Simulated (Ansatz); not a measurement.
**A computed series for Si: response to strain**

Base system: Si in the diamond structure (space group Fd-3m, No. 227).

```
CELL_PARAMETERS angstrom
      0.00000     2.71688     2.71688
      2.71688     0.00000     2.71688
      2.71688     2.71688     0.00000
ATOMIC_POSITIONS crystal
  Si 0.00000 0.00000 0.00000
  Si 0.25000 0.25000 0.25000
```

Cartesian axes are those of the cell as printed.

Strains are applied to the cell and any free atomic positions relax.

Method: PBEsol/PAW in Ansatz (an electronic-structure program), without spin-orbit coupling.

Notes on the quantities. energy relative to the base: free energy F; pressure: mean of the normal stresses, compression positive.

```json
[
 {"variant": "base", "energy relative to the base": "0 meV/atom", "smallest direct gap": "2.52 eV", "electron mass": "0.93 mₑ along k, 0.19 mₑ across (off the special points)", "pressure": "-0.01 GPa", "band gap": "0.47 eV"},
 {"variant": "uniaxial strain ε_zz = −3.00 %", "energy relative to the base": "+8.9 meV/atom", "smallest direct gap": "2.32 eV", "electron mass": "0.95 mₑ along k, 0.19 mₑ across (off the special points)", "pressure": "3.00 GPa", "band gap": "0.09 eV"},
 {"variant": "uniaxial strain ε_zz = −2.50 %", "energy relative to the base": "+6.2 meV/atom", "smallest direct gap": "2.36 eV", "electron mass": "0.91 mₑ along k, 0.19 mₑ across (off the special points)", "pressure": "2.47 GPa", "band gap": "0.15 eV"},
 {"variant": "uniaxial strain ε_zz = −2.00 %", "energy relative to the base": "+3.9 meV/atom", "smallest direct gap": "2.39 eV", "electron mass": "0.91 mₑ along k, 0.19 mₑ across (off the special points)", "pressure": "1.96 GPa", "band gap": "0.22 eV"},
 {"variant": "uniaxial strain ε_zz = −1.50 %", "energy relative to the base": "+2.2 meV/atom", "smallest direct gap": "2.42 eV", "electron mass": "0.92 mₑ along k, 0.19 mₑ across (off the special points)", "pressure": "1.45 GPa", "band gap": "0.28 eV"},
 {"variant": "uniaxial strain ε_zz = +0.50 %", "energy relative to the base": "+0.2 meV/atom", "smallest direct gap": "2.50 eV", "electron mass": "0.93 mₑ along k, 0.19 mₑ across (off the special points)", "pressure": "-0.47 GPa", "band gap": "0.45 eV"},
 {"variant": "uniaxial strain ε_zz = +1.00 %", "energy relative to the base": "+1.0 meV/atom", "smallest direct gap": "2.48 eV", "electron mass": "0.93 mₑ along k, 0.19 mₑ across (off the special points)", "pressure": "-0.92 GPa", "band gap": "0.43 eV"},
 {"variant": "uniaxial strain ε_zz = +1.50 %", "energy relative to the base": "+2.2 meV/atom", "smallest direct gap": "2.46 eV", "electron mass": "0.91 mₑ along k, 0.19 mₑ across (off the special points)", "pressure": "-1.36 GPa", "band gap": "0.41 eV"},
 {"variant": "uniaxial strain ε_zz = +2.00 %", "energy relative to the base": "+3.9 meV/atom", "smallest direct gap": "2.44 eV", "electron mass": "0.93 mₑ along k, 0.19 mₑ across (off the special points)", "pressure": "-1.80 GPa", "band gap": "0.40 eV"},
 {"variant": "uniaxial strain ε_zz = +3.00 %", "energy relative to the base": "(withheld)", "smallest direct gap": "2.36 eV", "electron mass": "0.92 mₑ along k, 0.19 mₑ across (off the special points)", "pressure": "(withheld)", "band gap": "(withheld)"}
]
```

Some entries are withheld; estimate them.


- uniaxial strain ε_zz = +3.00 %, energy relative to the base: +8.7 meV/atom
- uniaxial strain ε_zz = +3.00 %, pressure: -2.63 GPa
- uniaxial strain ε_zz = +3.00 %, band gap: 0.36 eV

Effective masses come from finite differences of ±0.01 Å⁻¹. Along k means along the line from Γ to the band edge. Whether these cells are dynamically stable was not tested. The zero or small gap of Si under uniaxial strain ε_zz = −3.00 %, Si under uniaxial strain ε_zz = −2.50 %, Si under uniaxial strain ε_zz = −2.00 % and Si under uniaxial strain ε_zz = −1.50 % can change with the level of theory. Labels are those of the standard path for the cell's own space group.
